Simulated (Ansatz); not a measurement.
Structures of equal composition on the (110) surface of bcc W: one row in 2 of the top plane missing; a cell of two sites (a+b, b-a), one W site of the top plane empty. The slabs share one bottom face, and each structure is named by its start. These are constructed structures in small cells; real faces may alloy, dewet or reconstruct in larger ones, and not all known structures of the face are among them. Slabs of about 11 Å, Fermi-Dirac smearing of 0.1 eV. Bottom of the slabs: a bare face, its two planes held. Relaxed from the named starts with such symmetry as they have, on meshes of like density; energies extrapolated to zero smearing; spin only where a row says so; no spin-orbit coupling, no U. Brackets mark spin-polarised runs, whose order is one that fits the cell. The cells differ, so small differences also carry the error of unlike k-meshes.

The numbers are results of PBE (plane waves to 420 eV, PAW; Ansatz, a quantum-chemistry and plane-wave program), not measurements.

Put the candidates in order of energy per 1x1 cell, lowest first, for PBE.

one row in 2 of the top plane missing (0.00 eV), a cell of two sites (a+b, b-a), one W site of the top plane empty (0.25 eV)
